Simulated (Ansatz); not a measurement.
Cubic perovskite EuTiO₃, treated with r²SCAN (PAW; Ansatz, an electronic-structure program).

Settings: plane-wave cutoff 560 eV, 14×14×14 k mesh, Fermi–Dirac smearing 0.05 eV, spin-polarised with parallel moments, scalar-relativistic PAW data made under PBE.

Cell (relaxed at this level):

```
CELL_PARAMETERS angstrom
      3.89929     0.00000     0.00000
      0.00000     3.89929     0.00000
      0.00000     0.00000     3.89929
ATOMIC_POSITIONS crystal
  Eu 0.00000 0.00000 0.00000
  Ti 0.50000 0.50000 0.50000
  O  0.50000 0.00000 0.50000
  O  0.00000 0.50000 0.50000
  O  0.50000 0.50000 0.00000
```
Starting moments (μB, in the order of the record's atoms Eu Ti O O O): 7.0 0.0 0.0 0.0 0.0.

### Question
What does this level give for the bulk modulus B0 and pressure derivative B′ of the bulk modulus?

### Answer

* **bulk modulus B0**: 195 GPa
* **pressure derivative B′ of the bulk modulus**: 4.3

Note: the magnetic order was assumed, not searched for or taken from measurement; the 4f shell is treated without U or exact exchange, so its levels and filling can be wrong; functionals without U or exact exchange can leave correlated insulators metallic, so the missing gap need not be real.

Spin–orbit coupling is not included; it can open a gap where bands touch, and shift volumes and moduli.
